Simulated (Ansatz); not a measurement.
The parent structure is BaF2 in the fluorite structure (space group Fm-3m, No. 225; a = 6.137 Å). Axes: x, y, z lie along the cube axes.

The values are results of Ansatz (a program for electronic structure) PBEsol, scalar-relativistic without spin-orbit coupling, not measurements.

For the base:

```
Quantity   Result
--------  -------
Band gap  6.83 eV
```

Perturbation: a free-standing slab of 5 layers (15 atoms, 3 a layer) is cut normal to [111], with 15 Å of vacuum and the in-plane cell held at bulk.

Problem. Predict the new band gap and excess energy per area of both faces.

Solution. The band gap falls by 0.47 eV (6.83 eV → 6.36 eV); the excess energy per area of both faces (slab less bulk energy over the cell's area: twice a surface energy) comes out as 0.61 J/m².

Slab and bulk use different k-meshes, which limits the precision of the excess energy. Whether these cells are dynamically stable was not tested.
